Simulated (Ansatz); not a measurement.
We consider Bi4Ge3O12 (I-43d, No. 220), described by r²SCAN (plane waves, PAW; Ansatz, a program for electronic structure).

Numerical settings: plane-wave cutoff 560 eV, 6×6×6 k mesh, Fermi–Dirac smearing 0.01 eV, scalar-relativistic PAW data made under PBE.

The cell is scaled about its equilibrium volume:

```tsv
V (Å³/atom)	P (GPa)	direct gap at Γ (eV)	smallest gap on the k mesh (eV)
14.802	2.67	4.639	4.254
15.111	1.24	4.635	4.224
15.419	-0.01	4.632	4.194
15.727	-1.06	4.630	4.166
16.036	-1.95	4.629	4.143
```

The fundamental gap (4.18 eV at the equilibrium volume, with added k points) lies elsewhere than Γ–Γ.

Spin–orbit coupling is not included; with these elements it can move the gap by several tenths of an eV or more.
